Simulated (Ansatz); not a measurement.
Partial pair distribution functions of a relaxed model of amorphous Al28O47Ta2, broadened by 0.06 Å; density 3.62 g/cm³. Level of theory: PBE, scalar-relativistic without spin-orbit coupling (plane waves to 420 eV, PAW; Ansatz, a first-principles code).

A CHGNet melt-quench gave the starting glass, which DFT then relaxed. O atoms were pushed apart under 1.9 Å during the dynamics, to hinder bonds among them. The hot cell started wider than the set density and was brought back towards it in steps. It is the lowest in DFT energy of 2 quenches. It is a model cell: composition and starting density were chosen by hand, and all elements were melted together. No dispersion term was used. Its density started from a set value of 3.62 and ended at 3.62 g/cm³. The simulated quench (nominally 410 K/ps over its main leg) is rapid and tends to freeze in more defects than a deposited or slowly cooled glass has. One small periodic cell is one sample of the glass; other quenches scatter about these values. The volume was held where the preparation left it and the shape relaxed, at a PBE pressure of 1.4 GPa. Stress components on the final sampling reach 1.4 GPa.

| r (Å) | g Al-O | g O-Ta | g Al-Al | g O-O |
|---|---|---|---|---|
| 1.50 | 0.00 | 0.00 | 0.00 | 0.00 |
| 1.60 | 0.24 | 0.01 | 0.00 | 0.00 |
| 1.70 | 3.38 | 0.45 | 0.00 | 0.00 |
| 1.80 | 8.69 | 3.30 | 0.00 | 0.00 |
| 1.90 | 4.92 | 5.63 | 0.00 | 0.00 |
| 2.00 | 1.48 | 4.79 | 0.00 | 0.00 |
| 2.10 | 0.66 | 2.95 | 0.00 | 0.00 |
| 2.20 | 0.16 | 2.32 | 0.00 | 0.00 |
| 2.30 | 0.14 | 0.74 | 0.00 | 0.10 |
| 2.40 | 0.12 | 0.47 | 0.00 | 0.64 |
| 2.50 | 0.15 | 0.67 | 0.09 | 1.44 |
| 2.60 | 0.14 | 0.07 | 0.46 | 2.24 |
| 2.70 | 0.14 | 0.00 | 1.16 | 2.56 |
| 2.80 | 0.17 | 0.00 | 1.38 | 3.04 |
| 2.90 | 0.35 | 0.04 | 1.82 | 2.70 |
| 3.00 | 0.46 | 0.44 | 2.29 | 1.81 |
| 3.10 | 0.33 | 0.30 | 2.66 | 1.42 |
| 3.20 | 0.52 | 0.20 | 2.98 | 1.05 |
| 3.30 | 0.91 | 0.45 | 2.19 | 0.88 |
| 3.40 | 1.11 | 0.70 | 1.39 | 0.70 |
| 3.50 | 0.95 | 1.25 | 1.06 | 0.49 |
| 3.60 | 1.19 | 0.67 | 0.93 | 0.39 |
| 3.70 | 1.28 | 1.07 | 0.51 | 0.52 |
| 3.80 | 1.17 | 0.69 | 0.35 | 0.64 |
| 3.90 | 1.34 | 1.43 | 0.30 | 0.83 |
| 4.00 | 1.39 | 2.10 | 0.22 | 0.67 |
| 4.10 | 1.61 | 2.19 | 0.30 | 0.54 |
| 4.20 | 1.54 | 1.00 | 0.71 | 0.69 |
| 4.30 | 1.56 | 0.93 | 1.12 | 0.68 |
| 4.40 | 1.57 | 1.82 | 0.89 | 0.79 |
| 4.50 | 1.17 | 1.40 | 1.09 | 0.84 |
| 4.60 | 0.94 | 1.47 | 1.05 | 0.98 |

Within 2.24 Å each Al has 4.54 O neighbours on average.
